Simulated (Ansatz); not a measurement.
## Nb under a change: Nb vacancy, symmetric start

Consider a 27-atom supercell of Nb in the bcc (W type) structure (space group Im-3m, No. 229; a = 3.2713 Å) at its relaxed geometry.

Now apply this change: a neutral Nb vacancy, symmetric start, atoms relaxed at fixed cell.

Calculations: PBEsol (Ansatz, a quantum-chemistry and plane-wave program), without spin-orbit coupling. Γ-centred 5×5×5 mesh, Fermi–Dirac width 0.05 eV.

| quantity | base | changed | shift |
|---|---|---|---|
| pressure | 0.5 GPa | -2.5 GPa | -3.0 GPa |
| energy gained by relaxation | – | 0.30 eV | – |
| mean distance from the defect site to its nearest host atoms | 2.83 Å | 2.73 Å | -0.10 Å |
| formation energy E(defect cell) − (N_defect/N_perfect) E(perfect cell), N the atom counts | – | 3.0 eV | – |

Measured vacancy formation energy of Nb: 2.65 eV (temperature not stated; as listed in Michael J. Mehl, Dimitrios A. Papaconstantopoulos, Phys. Rev. B (1996)); the computed value is for a static lattice, so the two differ by thermal effects too.

The cell is small, so the values are those of an ordered compound at a high defect concentration; dilute-limit values will differ. The defect started on the symmetric site and kept its symmetry, so it may sit on a saddle. All final runs are without spin polarisation. The defect cell is not spin-polarised.
